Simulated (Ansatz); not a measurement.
Pt, response to strain

The parent structure is Pt in the fcc (Cu type) structure (space group Fm-3m, No. 225).

```
CELL_PARAMETERS angstrom
      0.00000     1.97013     1.97013
      1.97013     0.00000     1.97013
      1.97013     1.97013     0.00000
ATOMIC_POSITIONS crystal
  Pt 0.00000 0.00000 0.00000
```

Cartesian axes are those of the cell as printed.

Strains are applied to the cell and any free atomic positions relax; under biaxial strain the out-of-plane vector relaxes too.

Computed with r2SCAN (Ansatz, a program for electronic structure), without spin-orbit coupling.

Notes on the quantities. energy relative to the base: free energy F; pressure: mean of the normal stresses, compression positive.

| change | space group | shortest interatomic distance | energy relative to the base | pressure |
|---|---|---|---|---|
| base | Fm-3m (No. 225) | 2.786 Å | 0 meV/atom | 0.0 GPa |
| biaxial strain −4.03 %, plane normal [001], relaxed out of plane | I4/mmm (No. 139) | 2.674 Å | +45 meV/atom | 8.6 GPa |
| biaxial strain −2.33 %, plane normal [001], relaxed out of plane | I4/mmm (No. 139) | [?] | +14 meV/atom | 4.4 GPa |
| biaxial strain −0.94 %, plane normal [110], relaxed out of plane | Immm (No. 71) | 2.760 Å | +2.0 meV/atom | [?] |
| biaxial strain +1.15 %, plane normal [111], relaxed out of plane | R-3m (No. 166) | [?] | +3.4 meV/atom | [?] |
| uniaxial strain ε_yy = +0.45 % | I4/mmm (No. 139) | 2.786 Å | +0.3 meV/atom | -1.2 GPa |

Question: Complete the table.

Answer: 
- biaxial strain −2.33 %, plane normal [001], relaxed out of plane, shortest interatomic distance: 2.721 Å
- biaxial strain −0.94 %, plane normal [110], relaxed out of plane, pressure: 1.4 GPa
- biaxial strain +1.15 %, plane normal [111], relaxed out of plane, shortest interatomic distance: 2.771 Å
- biaxial strain +1.15 %, plane normal [111], relaxed out of plane, pressure: -2.1 GPa

Without a gap, meshes like the base's 20×20×20 leave anisotropic stresses uncertain by several tenths of a GPa, and small strain energies with them. Stability against distortions was not tested. The final runs are not spin-polarised.
